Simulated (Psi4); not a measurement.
Psi4 1.11, unrestricted B3LYP/def2-svp: [CH2]OC, charge 0, multiplicity 2, 8 atoms. The geometry is a generated start, not checked to be a minimum at this level.

```
Property                             Result
--------------------------  ---------------
task                                 energy
method                                b3lyp
basis                              def2-svp
memory                                 3 GB
maxiter                                 100
keys of the molecule block      symmetry c1
scf_type                       df (default)
e_convergence               1e-06 (default)
d_convergence               1e-06 (default)
dft_radial_points              75 (default)
dft_spherical_points          302 (default)
basis functions                          67
grid points                          172885
```

```xyz
8

C      1.2918    -0.2319     0.2794
O      0.1023     0.2424     0.7362
C     -1.0048     0.1207    -0.1158
H      1.3943    -0.5127    -0.7540
H      2.1323     0.0951     0.8535
H     -1.1423     1.0439    -0.6917
H     -0.8883    -0.7139    -0.8133
H     -1.8852    -0.0435     0.5057
```

Charge 0 and multiplicity 2 are set for this test and not shown to be the ground state.

With the defaults (diis = true, scf_initial_accelerator = adiis, damping_percentage = 0, guess = auto, which took SAD, diis_max_vecs = 10, level_shift = 0, level_shift_cutoff = 0.01) it converges in 9 SCF iterations. One run each on 2 threads, with these changes:
- guess = gwh
- diis_max_vecs = 20
- guess = core
- diis = false, scf_initial_accelerator = none, damping_percentage = 60
- diis_max_vecs = 6
- guess = sapgau
- level_shift = 0.1, level_shift_cutoff = 0.001
- scf_initial_accelerator = ediis
- diis_max_vecs = 3

Task: Which runs fail or end elsewhere than the default run?

Result: No convergence: diis = false, scf_initial_accelerator = none, damping_percentage = 60 (the run ends without SCF convergence in 100 iterations). The rest reach the solution of the defaults.

| setting | SCF iterations | end |
|---|---|---|
| the defaults | 9 | same solution |
| scf_initial_accelerator = ediis | 9 | same solution |
| guess = sapgau | 9 | same solution |
| level_shift = 0.1, level_shift_cutoff = 0.001 | 9 | same solution |
| diis_max_vecs = 6 | 9 | same solution |
| diis_max_vecs = 20 | 9 | same solution |
| diis_max_vecs = 3 | 11 | same solution |
| guess = gwh | 11 | same solution |
| guess = core | 12 | same solution |
| diis = false, scf_initial_accelerator = none, damping_percentage = 60 | 100 | no convergence |
